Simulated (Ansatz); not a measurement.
Consider SrHfO$_{3}$ in the cubic perovskite structure (space group Pm-3m, No. 221; a = 4.106 Å).

Now apply this change: a hydrostatic pressure of 0.3 GPa.

Levels (all Ansatz, a program for electronic structure, PAW): PBEsol (420 eV, spin-orbit coupling left out); PBEsol+SOC (420 eV, spin-orbit coupling included).

The geometry is relaxed with PBEsol.

| Property | Value |
|---|---|
| PBEsol band gap | 3.72 eV |
| PBEsol width of the top valence band | 0.83 eV |

Q: What does PBEsol+SOC give at this geometry for the electron mass, band gap and width of the top valence band?

A: The electron mass (degenerate bands, along [100]) is 0.33, 0.75 mₑ (at Γ); the band gap drops by 0.08 eV (3.72 eV → 3.64 eV); the width of the top valence band stays essentially unchanged (0.83 eV against 0.82 eV).

Single points use the geometry relaxed with PBEsol. Differences between runs with and without spin-orbit coupling are approximate. With Hf present, leaving out spin-orbit coupling can change the band edges. Load acts through the strain it causes; cell and atoms are relaxed under it. Effective masses come from finite differences of ±0.01 Å⁻¹. Stability against distortions was not tested. Many cubic perovskites are stable only at high temperature; tilts and polar distortions were not tested.
